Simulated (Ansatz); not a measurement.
The starting structures come from a database of crystals and need not be the phases stable at ambient conditions.

Tunnelling through a barrier is set by its complex band structure: the current falls as exp(−2κd) with the smallest κ.

Here is the system:

```
KS
1.0
    5.84614     0.00000     0.00000
    0.00000     8.51254     0.00000
    0.00000    -4.25627     7.37208
K S
6 6
Direct
  0.50000   0.64214   0.00000
  0.50000   0.00000   0.64214
  0.50000   0.35786   0.35786
  0.00000   0.30714   0.00000
  0.00000   0.00000   0.30714
  0.00000   0.69286   0.69286
  0.81776   0.33333   0.66667
  0.18224   0.33333   0.66667
  0.81776   0.66667   0.33333
  0.18224   0.66667   0.33333
  0.31902   0.00000   0.00000
  0.68098   0.00000   0.00000
```

Space group of this cell: P-62m. The cell is taken as given; by PBEsol its mean pressure is -0.5 GPa.

Transport runs along the normal of the first two printed cell vectors, the (100) plane of the conventional cell.

The gap is the functional's own, uncorrected, and κ follows it; spin-orbit coupling is left out. Mid-gap values are interpolated between the computed energies.

Q: Compute, with PBEsol (Ansatz, a first-principles code), the band gap and the smallest decay constant κ at mid-gap.

A: Gap 1.39 eV on a 6×4×4 mesh; κ = 0.345 1/Å, at (0.500, 0.000) of the in-plane reciprocal vectors. At the zone centre, at the nearest computed energy, the slowest state has κ = 0.39 1/Å.
